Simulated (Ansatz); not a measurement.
## Response to strain in MgS

Start from MgS in the rock salt structure (space group Fm-3m, No. 225; a = 5.203 Å). Axes: x, y, z lie along the cube axes.

Strains are applied to the cell and any free atomic positions relax.

Computed with Ansatz (a program for electronic structure), r2SCAN, PAW, cutoff 500 eV, spin-orbit coupling left out.

Notes on the quantities. energy relative to the base: free energy F.

```tsv
case	energy relative to the base	smallest direct gap	band gap	volume per atom
base	0 meV/atom	4.64 eV	3.46 eV	17.61 Å³
tensor shear ε_xy = +0.57 %	+0.4 meV/atom	4.58 eV	3.40 eV	17.61 Å³
tensor shear ε_xy = +1.14 %	+1.7 meV/atom	4.52 eV	3.33 eV	17.60 Å³
tensor shear ε_xy = +0.29 %	+0.1 meV/atom	(withheld)	3.43 eV	17.61 Å³
tensor shear ε_xy = +1.43 %	+2.7 meV/atom	4.49 eV	3.29 eV	17.60 Å³
tensor shear ε_xy = +2.00 %	+5.3 meV/atom	(withheld)	3.19 eV	17.60 Å³
tensor shear ε_xy = +1.71 %	+3.9 meV/atom	4.45 eV	3.24 eV	17.60 Å³
tensor shear ε_xy = +0.86 %	+1.0 meV/atom	4.55 eV	3.37 eV	17.61 Å³
```

**Question.** What belongs in the blanks?

**Answer.** 
- tensor shear ε_xy = +0.29 %, smallest direct gap: 4.61 eV
- tensor shear ε_xy = +2.00 %, smallest direct gap: 4.42 eV

Gaps are read on the SCF mesh and a high-symmetry path. Whether these cells are dynamically stable was not tested.
